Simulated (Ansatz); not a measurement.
## Response to strain in hypothetical CsCl type TlAs

Take TlAs in the CsCl type structure (space group Pm-3m, No. 221; a = 3.602 Å; a hypothetical phase, not in the database extracts checked; relaxed with 0.1 eV smearing) as the base.

Strains are applied to the cell and any free atomic positions relax.

Calculations: PBEsol (Ansatz, a quantum-chemistry and plane-wave program), spin-orbit coupling left out.

Notes on the quantities. energy relative to the base: free energy F.

| isotropic strain (%) | energy relative to the base (meV/atom) |
|---|---|
| -4.17 | 78.1 |
| -2.55 | 27.3 |
| -1.54 | ? |
| 0 | 0.0 |
| 1.46 | 7.6 |

Task: Fit ΔE = Aε² + Bε³ (ε in %) to the rows shown and predict the withheld row.

Result: Least squares on the printed values gives A = 3.78 and B = -0.17 meV/atom (largest residual 0.1 meV/atom); this predicts 9.6 meV/atom, and the run gives 9.6 meV/atom, in agreement.

Whether these cells are dynamically stable was not tested. All final runs are without spin polarisation.
